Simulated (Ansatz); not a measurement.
Input and output of a self-consistent single point for ZrSi₂ (Cmcm, 6 atoms in the cell) (Ansatz, a quantum-chemistry and plane-wave program)

Method: LDA (PW92), default PAW files made with PBE (plane waves; Ansatz).

Input:

Ansatz 0.2 input:
```yaml
# ZrSi2
crystal:
  lattice:
    - [1.82884800, -7.38352100, 0.00000000]
    - [1.82884800, 7.38352100, 0.00000000]
    - [0.00000000, 0.00000000, 3.64753700]
  atoms:
    - { symbol: Zr, position: [0.89409000, 0.10591000, 0.75000000] }
    - { symbol: Zr, position: [0.10591000, 0.89409000, 0.25000000] }
    - { symbol: Si, position: [0.44854000, 0.55146000, 0.25000000] }
    - { symbol: Si, position: [0.55146000, 0.44854000, 0.75000000] }
    - { symbol: Si, position: [0.25025000, 0.74975000, 0.75000000] }
    - { symbol: Si, position: [0.74975000, 0.25025000, 0.25000000] }
kpoints:
  mp_grid: { grid: [8, 8, 7] }
hamiltonian:
  xc: lda
  pseudopotentials: { kind: paw }
scf:
  occupations: { method: methfessel_paxton, width: 0.136 }
output:
  forces: true
  eigenvalues: true
  stress: true
```

The program printed (abridged):

```
WARN basis.ecutwfc = 420 eV, the default
WARN ansatz: RAYON_NUM_THREADS=1 ignored (pool sized by the plan → 1); use --threads N
basis.fft_grid_basis auto: the FFT boxes are laid along the combinations [[1, 1, 0], [0, 1, 0], [0, 0, 1]] of the cell's own vectors, 3.658, 7.607 and 3.648 Å …
Pseudopotentials: kind: paw
Pseudopotential: Zr, paw, valence charge 12
Pseudopotential: Si, paw, valence charge 4
Crystal: 6 atoms, lattice volume = 98.508 Å³
Basis set: ecut = 420 eV, 1943 PW (Γ), FFT grids on a1+a2, a2, a3
Bands: 26, of which v1, the nominal top of the filled ones, is band 20 counted from 1 (19 counted from 0)
Symmetry: 8 space group operations
Space group: Cmcm (ITA 63), of the structure as read, at distance tolerance 4.6e-5 Å
k-points: 84 of 448
PAW frozen core: Zr, regenerated for the run's functional, and the local potential with it
PAW frozen core: Si, regenerated for the run's functional, and the local potential with it
Initial density: superposition of atomic densities (neutral atoms: chi_scale 0, normalization atom), corrected by the library's trained network
Initial wavefunctions: pseudopotential atomic-orbital guess
Eigensolver: davidson
Functional: x = slater, c = lda
SCF iter   1: F=—  HF=-10594.052500 eV  |F-HF|=—  |Δ(HF+E_count)|=         —  Δρ=5.60e-3  dr2=2.70e-2  ethr=1.77e-3  ⟨swp⟩=6.0  Hψ=10903  notcnv=0
all-band conjugate gradients solve this SCF's bands
preconditioner: auto → Kerker (q_TF=auto, 2.348 Å⁻¹)
SCF iter   2: F=—  HF=-10594.047968 eV  |F-HF|=—  |Δ(HF+E_count)|=   4.53e-3  S|Δr|=    0.00e0  Δρ=3.03e-3  dr2=7.82e-3  ethr=6.76e-5  ⟨swp⟩=1.1  Hψ=2926  notcnv=0
SCF iter   3: F=—  HF=-10594.046278 eV  |F-HF|=—  |Δ(HF+E_count)|=   1.69e-3  S|Δr|=    0.00e0  Δρ=4.91e-4  dr2=3.66e-4  ethr=1.95e-5  ⟨swp⟩=2.7  Hψ=3421  notcnv=0
SCF iter   4: F=—  HF=-10594.046175 eV  |F-HF|=—  |Δ(HF+E_count)|=   1.02e-4  S|Δr|=    0.00e0  Δρ=9.84e-5  dr2=1.36e-5  ethr=9.15e-7  ⟨swp⟩=2.1  Hψ=2907  notcnv=0
SCF iter   5: F=—  HF=-10594.046175 eV  |F-HF|=—  |Δ(HF+E_count)|=   9.60e-7  S|Δr|=    0.00e0  Δρ=1.90e-5  dr2=5.84e-7  ethr=3.41e-8  ⟨swp⟩=2.3  Hψ=3479  notcnv=0
SCF iter   6: F=-10594.046174 eV  HF=-10594.046174 eV  |F-HF|=1.42e-8  |Δ(HF+E_count)|=   8.15e-8  S|Δr|=    0.00e0  Δρ=3.62e-6  dr2=2.17e-8  ethr=2.50e-10  ⟨swp⟩=8.2  Hψ=9490  notcnv=0
SCF 1 converged in 6 iterations: F = -10594.046174 eV  dr2 = 2.17e-8
SCF converged after 6 iterations
Stability not checked (fill_not_monotonic)
Free energy (F): -10594.046174 eV
Harris-Foulkes:  -10594.046174 eV  (|F-HF|=1.42e-8)
Internal energy: -10594.044868 eV  (E = F + TS)
E sigma→0 (E₀):  -10594.045848 eV
Entropy (-TS):   -0.001306 eV (-0.218 meV/atom)
Fermi energy:    12.673063 eV
--- Per-component energies (eV) ---
  E_band       = -121.695487
  E_kinetic    = 840.596636
  E_local      = -1523.678632  (includes V_loc(G=0)·N_el)
  E_nonlocal   = 274.723340
  E_hartree    = 522.193998
  E_xc         = -547.463508
  E_vxc        = -579.277026  (∫ρ·V_xc dr)
  E_paw        = -7642.742561  (= ΣΔE_a)
  E_vpaw       = -178.444349  (= ΣTr[D̂ρ^β])
  E_aug_tail   = 0.000068  (compensation charges beyond the density's cutoff)
  E_ewald      = -2518.752334
  E_core_change = 1.078125  (= ΣΔE_core)
  E_smearing   = -0.001306  (= −TS)
  E_closure    = -0.000000  (closes the sum)
  Σ components = -10594.046174   (vs F -10594.046174, Δ=0.00e0)
--- Forces (eV/Å), atoms counted from 1 ---
  atom   1  Zr     0.00000000    -0.05746620     0.00000000
  atom   2  Zr     0.00000000     0.05746620     0.00000000
  atom   3  Si     0.00000000     0.21194544     0.00000000
  atom   4  Si     0.00000000    -0.21194544     0.00000000
  atom   5  Si     0.00000000     0.01462025     0.00000000
  atom   6  Si     0.00000000    -0.01462025     0.00000000
  max |Σ_I F_I| component: 0.00e0 eV/Å
--- Stress (GPa, compression-positive) ---
       -2.873990       0.000000       0.000000
        0.000000      -3.177720       0.000000
        0.000000       0.000000      -2.190986
  P = ⅓ Tr σ = -2.7476 GPa (-27.476 kbar)
  The stress holds the Pulay correction. Without it, at fixed plane waves, as pw.x and ABINIT print it: P = -2.7910 GPa
--- Band table (eV; the first three rows and the last of 84) ---
  k-point 0: bands = ["-35.9000", "-35.8876", "-14.2066", "-14.0430", "-14.0361", "-14.0210", "-13.9885", "-13.9509", "0.4518", "2.1280", "4.8548", "9.0783", "9.5611", "9.6769", "9.9591", "10.2403", "10.2790", "10.2809", "10.3695", "12.6234", [...]
  k-point 1: bands = ["-35.8973", "-35.8861", "-14.1958", "-14.0533", "-14.0382", "-14.0184", "-14.0107", "-13.9886", "0.6994", "2.3019", "5.1062", "7.8457", "8.2287", "9.8476", "10.0978", "10.2934", "10.3154", "10.5468", "11.1999", "12.9504", [...]
  k-point 2: bands = ["-35.8910", "-35.8832", "-14.1752", "-14.1220", "-14.0645", "-14.0335", "-14.0269", "-14.0131", "1.4187", "2.8220", "5.4449", "6.2200", "6.6626", "9.7577", "10.2870", "10.3914", "10.4528", "10.6835", "12.1014", "12.2539", [...]
  k-point 83: bands = ["-35.8847", "-35.8821", "-14.1927", "-14.1893", "-14.0736", "-14.0546", "-14.0161", "-14.0106", "2.9697", "3.0279", "4.3949", "4.4077", "8.3657", "9.1584", "9.6638", "10.1339", "10.4542", "10.7700", "11.3034", "12.2312", [...]
```

The run converged in 6 iterations.

The starting cell comes from a database of computed structures (which also holds hypothetical and non-ambient phases and stackings), without a prior relaxation at this level. Its lattice was rescaled by a random factor within 2.5 % of one. Ansatz's pressure includes its estimate of the finite-basis (Pulay) stress.
